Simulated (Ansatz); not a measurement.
## What uniaxial strain ε_zz = −0.92 % does to TiC

Take TiC in the rock salt structure (space group Fm-3m, No. 225; a = 4.293 Å; relaxed with 0.1 eV smearing) as the base. Axes: x, y, z lie along the cube axes.

It is then changed as follows: uniaxial strain ε_zz = −0.92 %, all other strain components held at zero; the atoms relax in the strained cell.

The values are results of DFT with PBEsol, PAW potentials and a 420 eV plane-wave cutoff in Ansatz (a program for electronic structure), scalar-relativistic without spin-orbit coupling, earlier PAW set, not measurements. k-mesh 23×23×23 (Γ-centred); smearing 0.1 eV (Fermi–Dirac).

Volume per atom: 9.80 Å³ (base 9.89 Å³)
Space group: I4/mmm (No. 139) (base Fm-3m (No. 225))
Shortest interatomic distance: 2.127 Å (base 2.147 Å)
Energy relative to the base (free energy F): +1.5 meV/atom
Pressure (mean of the normal stresses, compression positive): 2.6 GPa (base 0.0 GPa)
Band gap: zero (base zero)
Stress (xx, yy, zz, yz, xz, xy; compression positive): (1.2, 1.2, 5.4, 0.0, 0.0, 0.0) GPa

Cost of the whole job for the changed cell (relaxation, final SCF and bands): roughly 26 core-seconds.

Stability against distortions was not tested. The final runs are not spin-polarised.
